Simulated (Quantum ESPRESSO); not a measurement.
Habitual settings against a tight run: La₂BrClO₂ (P4mm, 6 atoms in the cell)

Self-consistent single point.

```xyz
6
Lattice="4.0826 0.0000 0.0000 0.0000 4.0826 0.0000 0.0000 0.0000 7.1988" Properties=species:S:1:pos:R:3 pbc="T T T"
La     0.0000     0.0000     1.1661
La     2.0413     2.0413     5.9784
Br     2.0413     2.0413     2.6704
Cl     0.0000     0.0000     4.6172
O      2.0413     0.0000     7.1814
O      0.0000     2.0413     7.1814
```

Method of the run: PBEsol, GBRV 1.5 ultrasoft (PBESOL) pseudopotentials (plane waves; Quantum ESPRESSO).

Base settings: ecutwfc = 40 Ry; ecutrho = 200 Ry; occupations = fixed; K_POINTS = automatic 7 7 4 0 0 0; nbnd = 28; conv_thr = 1e-10 Ry; mixing_beta = 0.4.

Tight run (finer mesh or higher cutoff; not a proven limit): ecutwfc: 40 Ry → 56 Ry; ecutrho: 200 Ry → 280 Ry; conv_thr: 1e-10 Ry → 7.3e-11 Ry; K_POINTS: automatic 7 7 4 0 0 0 → automatic 10 10 6 0 0 0. It gave top of the valence band (on the code's own zero) 7.90 eV; gap on the k-point mesh 3.89 eV; pressure 0.27 GPa; largest force (vector length) 0.313 eV/Å.

Quick runs, as changes from the base:
- A: the base itself
- B: ecutwfc: 40 Ry → 20 Ry; ecutrho: 200 Ry → 100 Ry; occupations: fixed → smearing; nbnd: 28 → default; K_POINTS: automatic 7 7 4 0 0 0 → automatic 4 4 4 1 1 1; smearing: default → fermi-dirac; degauss: default → 0.0147 Ry
- C: ecutwfc: 40 Ry → 20 Ry; ecutrho: 200 Ry → 100 Ry; K_POINTS: automatic 7 7 4 0 0 0 → automatic 8 8 8 0 0 0
- D: ecutwfc: 40 Ry → 32 Ry; ecutrho: 200 Ry → 160 Ry; occupations: fixed → smearing; nbnd: 28 → default; K_POINTS: automatic 7 7 4 0 0 0 → automatic 6 6 6 1 1 1; smearing: default → gaussian; degauss: default → 0.019992 Ry
- E: ecutwfc: 40 Ry → 28 Ry; ecutrho: 200 Ry → 140 Ry; K_POINTS: automatic 7 7 4 0 0 0 → automatic 8 8 8 0 0 0
- F: ecutwfc: 40 Ry → 24 Ry; ecutrho: 200 Ry → 120 Ry; conv_thr: 1e-10 Ry → 7.3e-06 Ry; K_POINTS: automatic 7 7 4 0 0 0 → automatic 6 6 6 0 0 0

Dashes: pressure of F, not trusted under this conv_thr with d or f elements.

Gaps are read on each run's own mesh, which may miss the band edges.

The count of work is k-points × plane waves × bands × iterations; it is no time. Core times come from one kind of shared machine and are given to one figure; runs under 30 s give none.

The starting cell comes from a database of computed structures (which also holds hypothetical and non-ambient phases and stackings), without a prior relaxation at this level. Its lattice was rescaled by a random factor within 2.5 % of one.

| run | energy less tight (meV/atom) | pressure less tight (GPa) | largest miss in a force vector (eV/Å) | gap on the mesh less tight (eV) | count of work / tight | core time / tight (rough) |
|---|---|---|---|---|---|---|
| A | 3.3 | 0.05 | 0.003 | 0.000 | 0.23 | 0.3 |
| B | 1099.0 | -32.15 | 0.257 | 0.577 | 0.012 | 0.04 |
| C | 1100.5 | -32.18 | 0.253 | -0.004 | 0.16 | 0.1 |
| D | 22.3 | -1.36 | 0.005 | 0.269 | 0.11 | 0.1 |
| E | 94.7 | -4.71 | 0.012 | 0.008 | 0.30 | 0.2 |
| F | 340.6 | – | 0.040 | 0.006 | 0.054 | 0.05 |

Among the runs at the tight run's level, the energy misses run from 3.3 to 1100.5 meV/atom.
